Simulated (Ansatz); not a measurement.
```
GaP
1.0
    0.00000     2.69570     2.73613
    2.69570     0.00000     2.73613
    2.69570     2.69570     0.00000
Ga P
1 1
Direct
  0.00000   0.00000   0.00000
  0.25000   0.25000   0.25000
```

No spin polarisation.

Calculations: Ansatz (a first-principles code) LDA, no SOC. Γ-centred 11×11×11 mesh, Fermi–Dirac width 0.05 eV.

Problem. What electron mass does the calculation give?

Solution. 1.1 mₑ along k, 0.22 mₑ across (off the special points).

Problem. What is the computed smallest direct gap?

Solution. 1.73 eV.

Problem. What gap character does the calculation give?

Solution. Indirect, Γ → Γ–X (87 % along).

The cells carry an imposed strain or load. Effective masses come from finite differences of ±0.01 Å⁻¹. Along k means along the line from Γ to the band edge. Stability against distortions was not tested. The cell was made from GaP in the zinc blende structure (space group F-43m, No. 216) by this change: uniaxial strain ε_zz = +1.50 %.
